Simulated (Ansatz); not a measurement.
Input:

```
BN
1.0
    0.00000     1.80284     1.80284
    1.80284     0.00000     1.80284
    1.80284     1.80284     0.00000
B N
1 1
Direct
  0.00000   0.00000   0.00000
  0.75000   0.75000   0.75000
```

Method: r2SCAN, rigid bands (plane waves, PAW, scalar-relativistic; Ansatz, a program for electronic structure). Condition of this run: functional r2SCAN on the same cell. Cell: cell and atoms relaxed with PBEsol.

Problem. What conductivity effective mass do dilute electrons have at 300 K?

Solution. 0.38 mₑ.

Problem. Predict the hole conductivity mass (n e² τ/σ) at 300 K, by direction if it differs.

Solution. 0.68 mₑ.

Problem. And the band gap?

Solution. 5.01 eV at this level; semilocal functionals usually fall short of the measured gap.

Rigid bands, one relaxation time for all states, no polarons. Spin-orbit coupling is left out. Geometry: cell and atoms relaxed with PBEsol.
